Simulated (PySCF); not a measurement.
PySCF 2.14.0, WB97X/def2-svp, df: Mo(O)(S)(F)(Me) ([CH3][Mo](=[O])([F])=[S]), 8 atoms. The geometry is a generated start, not checked to be a minimum at this level.

```
Item                                                 Value
-------------------------  -------------------------------
task                                                energy
method                                               wb97x
basis                                             def2-svp
two-electron scheme                        density fitting
mol.max_memory                                     3000 MB
mf.max_cycle                                           100
mf.init_guess                              minao (default)
mf.DIIS                                    CDIIS (default)
mf.diis_space                                  8 (default)
mf.conv_tol                                1e-09 (default)
mf.grids.level                                 3 (default)
effective core potentials  those of the basis set, past Kr
basis functions                                        106
grid points                                         113208
```

```xyz
8

Mo     0.7083     0.8266    -0.0869
O      1.7948     0.2865    -1.1791
S      1.5055     0.6428     1.8932
F     -0.3437     2.2379    -0.2180
C     -0.6926    -0.7969    -0.0839
H     -0.4121    -1.6473    -0.7134
H     -1.6117    -0.3563    -0.5184
H     -0.9485    -1.1933     0.9065
```

Charge 0 and multiplicity 1 are set for this test and not shown to be the ground state.

One run each on 2 threads, 1 BLAS thread. Values of level_shift (Hartree) tried: 0 (default), 0.1, 0.3, 1.

How does the count of Fock builds change with level_shift (Hartree), and where is it least?

Fewest Fock builds, within one of each other: 0 (default) with 17, 0.1 with 18. The count rises to 34 at 1. All converge to one solution.

```
level_shift (Hartree)  Fock builds            end
---------------------  -----------  -------------
0 (default)                     17  same solution
0.1                             18  same solution
0.3                             21  same solution
1                               34  same solution
```
